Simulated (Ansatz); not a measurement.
# A computed series for AlP: response to strain

The parent structure is AlP in the zinc blende structure (space group F-43m, No. 216; a = 5.4703 Å). Axes: x, y, z lie along the cube axes.

Strains are applied to the cell and any free atomic positions relax; under biaxial strain the out-of-plane vector relaxes too; under stress the whole cell relaxes.

Calculations: Ansatz (a first-principles code) PBEsol, scalar-relativistic without spin-orbit coupling, earlier PAW set.

Notes on the quantities. energy relative to the base: free energy F.

```json
[
 {"variant": "base", "smallest direct gap": "3.15 eV", "energy relative to the base": "0 meV/atom", "band gap": "1.45 eV", "volume per atom": "20.46 Å³"},
 {"variant": "biaxial strain +4.47 %, plane normal [110], relaxed out of plane", "smallest direct gap": "2.10 eV", "energy relative to the base": "+43 meV/atom", "band gap": "1.15 eV", "volume per atom": "21.79 Å³"},
 {"variant": "biaxial strain +3.69 %, plane normal [111], relaxed out of plane", "smallest direct gap": "2.32 eV", "energy relative to the base": "+31 meV/atom", "band gap": "1.22 eV", "volume per atom": "21.57 Å³"},
 {"variant": "uniaxial stress, 8 GPa tension along x", "smallest direct gap": "2.60 eV", "energy relative to the base": "+38 meV/atom", "band gap": "1.15 eV", "volume per atom": "21.05 Å³"},
 {"variant": "uniaxial stress, 5 GPa compression along z", "smallest direct gap": "2.91 eV", "energy relative to the base": "+28 meV/atom", "band gap": "0.79 eV", "volume per atom": "19.98 Å³"},
 {"variant": "tensor shear ε_yz = +3.54 %", "smallest direct gap": "2.58 eV", "energy relative to the base": "+19 meV/atom", "band gap": "0.90 eV", "volume per atom": "20.44 Å³"}
]
```

A biaxial case was relaxed in a doubled cell and then solved in the primitive one. Beyond what the load breaks, stability against distortions was not tested.
